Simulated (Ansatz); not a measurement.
Base system: Au in the fcc (Cu type) structure (space group Fm-3m, No. 225; a = 4.083 Å; relaxed with 0.1 eV smearing). Axes: x, y, z lie along the cube axes.

Modification: a pure shear with ε_xz = ε_zx = -0.0094, atoms relaxed at fixed cell.

Levels (all Ansatz, a program for electronic structure, PAW, earlier PAW set): PBEsol (420 eV, spin-orbit coupling left out); PBEsol+SOC (420 eV, with spin-orbit coupling).

The geometry is relaxed with PBEsol.

* **PBEsol pressure**: 0.1 GPa

Task: How does going to PBEsol+SOC change the pressure?

Result: The pressure shrinks by 1.44 GPa (0.1 GPa → -1.4 GPa).

Single points use the geometry relaxed with PBEsol. The spin-orbit shifts are approximate. The cells carry an imposed strain or load. No phonon test of stability was made.
